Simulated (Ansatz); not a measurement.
Input and output of a self-consistent single point for VS (P6_3/mmc, 4 atoms in the cell) (Ansatz, a quantum-chemistry and plane-wave program).

Method: PBEsol, PAW files made with PBE (plane waves; Ansatz).

The change in words: lattice scaled by 0.98. Reference geometry:
```
VS
1.0
    3.16980     0.00000     0.00000
   -1.58490     2.74513     0.00000
    0.00000     0.00000     6.12713
V S
2 2
Direct
  0.00000   0.00000   0.00000
  0.00000   0.00000   0.50000
  0.66667   0.33333   0.25000
  0.33333   0.66667   0.75000
```

Reference input (self-consistent single point, DFT, PBEsol, plane waves, PAW files made with PBE): kpoints.mp_grid.grid = 10 10 5; hamiltonian.xc = pbesol; hamiltonian.pseudopotentials = {kind: paw} (the program's default PAW files); scf.occupations.method = fermi_dirac; scf.occupations.width = 0.1 eV. This run's input differs from it in these lines:

```diff
@@ -2,5 +2,5 @@
   lattice:
-    - [3.16980000, 0.00000000, 0.00000000]
-    - [-1.58490000, 2.74512700, 0.00000000]
-    - [0.00000000, 0.00000000, 6.12713000]
+    - [3.10640400, 0.00000000, 0.00000000]
+    - [-1.55320200, 2.69022400, 0.00000000]
+    - [0.00000000, 0.00000000, 6.00458700]
   atoms:
```

The program printed (abridged):

```
SCF iter   1: F=—  HF=-7545.311703 eV  |F-HF|=—  |Δ(HF+E_count)|=         —  Δρ=7.75e-2  dr2=3.89e0  ethr=3.10e-3  ⟨swp⟩=6.1  Hψ=9775  notcnv=0
all-band conjugate gradients solve this SCF's bands
automatic band count: the SCF goes on with 27 bands, as 23 were too few: the levels above may hold too much charge
preconditioner: auto → Kerker (q_TF=auto, 2.605 Å⁻¹)
SCF iter   2: F=—  HF=-7544.873586 eV  |F-HF|=—  |Δ(HF+E_count)|=   4.38e-1  Δρ=4.30e-2  dr2=1.32e0  ethr=3.10e-3  ⟨swp⟩=2.0  Hψ=1707  notcnv=0
   [... lines left out ...]
SCF iter   5: F=—  HF=-7544.586178 eV  |F-HF|=—  |Δ(HF+E_count)|=   2.81e-4  Δρ=4.35e-4  dr2=9.85e-5  ethr=5.45e-6  ⟨swp⟩=2.6  Hψ=1664  notcnv=0
SCF iter   6: F=—  HF=-7544.586182 eV  |F-HF|=—  |Δ(HF+E_count)|=   3.42e-6  Δρ=9.74e-5  dr2=3.92e-6  ethr=2.59e-7  ⟨swp⟩=2.4  Hψ=1890  notcnv=0
SCF iter   7: F=—  HF=-7544.586182 eV  |F-HF|=—  |Δ(HF+E_count)|=   2.10e-7  Δρ=1.81e-5  dr2=1.75e-7  ethr=1.03e-8  ⟨swp⟩=2.4  Hψ=1744  notcnv=0
SCF iter   8: F=-7544.586182 eV  HF=-7544.586182 eV  |F-HF|=6.32e-9  |Δ(HF+E_count)|=   1.83e-8  Δρ=4.71e-6  dr2=8.12e-9  ethr=2.63e-10  ⟨swp⟩=7.0  Hψ=4751  notcnv=0
SCF 1 converged in 8 iterations: F = -7544.586182 eV  dr2 = 8.12e-9
Free energy (F): -7544.586182 eV
Internal energy: -7544.489934 eV  (E = F + TS)
E sigma→0 (E₀):  -7544.538058 eV
Entropy (-TS):   -0.096247 eV (-24.062 meV/atom)
Fermi energy:    16.387343 eV
--- Forces (eV/Å), atoms counted from 1 ---
  atom   1  V      0.00000000     0.00000000     0.00000000
   [... zero for the other atoms too ...]
--- Stress (GPa, compression-positive) ---
        3.276030      -0.000000      -0.000000
        0.000000       3.276030      -0.000000
       -0.000000      -0.000000       5.030761
  P = ⅓ Tr σ = 3.8609 GPa (38.609 kbar)
  The stress holds the Pulay correction. Without it, at fixed plane waves, as pw.x and ABINIT print it: P = 3.6754 GPa
```

The run converged in 8 iterations. Against the reference run the free energy falls by 9.0 meV/atom and the pressure goes from -6.93 to 3.86 GPa.

The starting cell comes from a database of computed structures (which also holds hypothetical and non-ambient phases and stackings), without a prior relaxation at this level. For this run, on top of that: lattice scaled by 0.98. Spin polarisation is off, so a magnetic state, if there is one, cannot be reached. With a pressure of about 4 GPa the cell is away from its equilibrium volume at this level. Ansatz's pressure includes its estimate of the finite-basis (Pulay) stress.

Keys are those of Ansatz 0.2.
